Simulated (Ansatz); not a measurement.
Consider Ge-vacancy pair (Ge on one host Al site, one Al site vacant) in zinc-blende AlP, charge state -2. Computed with PBE, PAW (plane waves to 420 eV; Ansatz, a first-principles code).

Settings: 64 host sites, the relaxed PBE lattice, a 2×2×2 k-point mesh shifted by half a step, smearing 0.01 eV, spin-restricted, no image-charge correction. Energies are static. The charge state is imposed; whether it is stable for some Fermi level was not computed. Forms of the defect that were not tried may lie lower.

Barriers: single points on a 3×3×3 k-point mesh shifted by half a step at the bands' geometries.

The step: one Al atom jumps into the vacancy from a nearby Al site (Ge-vacancy distance between ideal sites 3.90 → 6.75 Å); the atom moves 3.68 Å along (-0.47, -0.47, 0.00) of the unit cell; the moving atom starts with neighbours P at 2.33, 3 P at 2.41 Å and ends with P at 2.32, P at 2.41, P at 2.42, P at 2.44 Å.

Give the migration barrier of this step at the level PBE, PAW.

1.66 eV forward and 1.37 eV backward. At the saddle the moving atom has neighbours P at 2.26, P at 2.57, P at 2.59, P at 2.77, P at 2.78 Å. The saddle point's order was not checked.
